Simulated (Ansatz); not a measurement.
The starting structures come from a database of crystals and need not be the phases stable at ambient conditions.

Inside the gap of an insulator the Bloch states are evanescent, with a wavenumber k + iκ along the transport direction.

Data:

```
CELL_PARAMETERS angstrom
      5.68505     0.00000     0.00000
      0.00000     9.22684     0.00000
      2.84252     0.00000     4.92340
ATOMIC_POSITIONS crystal
  K  0.00000 0.90271 0.00000
  K  0.00000 0.40271 0.00000
  K  0.66667 0.62660 0.66667
  K  0.33333 0.12660 0.33333
  Ge 0.66667 0.24263 0.66667
  Ge 0.33333 0.74263 0.33333
  F  0.51769 0.35812 0.51769
  F  0.48231 0.85812 0.03538
  F  0.96462 0.35812 0.51769
  F  0.48231 0.85812 0.48231
  F  0.51769 0.35812 0.96462
  F  0.03538 0.85812 0.48231
  F  0.18022 0.63456 0.18022
  F  0.81978 0.13456 0.36044
  F  0.63956 0.63456 0.18022
  F  0.81978 0.13456 0.81978
  F  0.18022 0.63456 0.63956
  F  0.36044 0.13456 0.81978
```

Space group of this cell: P6_3mc. The cell is taken as given.

Transport runs along the normal of the first two printed cell vectors, the (100) plane of the conventional cell.

The gap is the functional's own, uncorrected, and κ follows it; spin-orbit coupling is left out. Mid-gap values are interpolated between the computed energies.

Q: State the band gap and the smallest decay constant κ at mid-gap according to Ansatz (a program for electronic structure) with r2SCAN.

A: Gap 7.26 eV on a 6×4×6 mesh; κ = 0.566 1/Å, at the zone centre.
